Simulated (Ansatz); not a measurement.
Base system: CdS in the zinc blende structure (space group F-43m, No. 216; a = 5.879 Å). Axes: x, y, z lie along the cube axes.

One thing is altered: biaxial strain −4.09 %, plane normal [001], relaxed out of plane (Cartesian); in-plane vectors clamped, the third vector and the atoms free.

Levels (all Ansatz, an electronic-structure program, PAW, earlier PAW set): r2SCAN (500 eV, no SOC); HSE06+SOC (420 eV, with spin-orbit coupling).

The geometry is relaxed with r2SCAN.

| Item | Value |
|---|---|
| r2SCAN band gap | 1.46 eV |
| r2SCAN valence-band top at Γ | 0.00, 0.00, -0.36 eV |

Q: Predict the band gap and valence-band top at Γ from HSE06+SOC.

A: The band gap rises by 0.543 eV, from 1.46 eV to 2.01 eV; the valence-band top at Γ (three highest Kramers pairs, from the VBM) becomes 0.00, -0.03, -0.39 eV (r2SCAN: 0.00, 0.00, -0.36 eV).

Single points use the geometry relaxed with r2SCAN. Differences between runs with and without spin-orbit coupling are approximate. No phonon test of stability was made.
